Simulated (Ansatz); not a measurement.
The starting structures come from a database of crystals and need not be the phases stable at ambient conditions.

 Where the default PAW files enter, the runs use the earlier of Ansatz's two default sets.

Consider the following.

```
MgS
1.0
    3.68318     0.00000     0.00000
    0.00000     3.68318     0.00000
    1.84159    -1.84159     2.60440
Mg S
1 1
Direct
  0.00000   0.00000   0.00000
  0.50000   0.50000   0.00000
```

Space group of this cell: Fm-3m, rock salt. The cell is taken as given.

Computed with r2SCAN (plane waves, PAW; Ansatz, a quantum-chemistry and plane-wave program).

The current runs along the normal of the first two printed vectors; no spin-orbit coupling. Scaled by the factor s: the length along the current (ions clamped). Meshes 12×12×12 and 8×8 across the current in all rows.

```csv
s,mean pressure (GPa),band gap (eV)
0.97,2.6,3.38
1.00,-0.2,3.46
1.03,-2.2,?
```

Question: Take the slope of the band gap against ln s from the two given rows, extrapolate to s = 1.03, and say what the run there gives.

Answer: Slope = (3.38 − 3.46) / ln 0.97 = 2.63 eV. The line gives 3.46 + (2.63) × ln 1.03 = 3.54 eV. The run gives 3.28 eV, 0.26 eV under the line, 332 % of the predicted step.
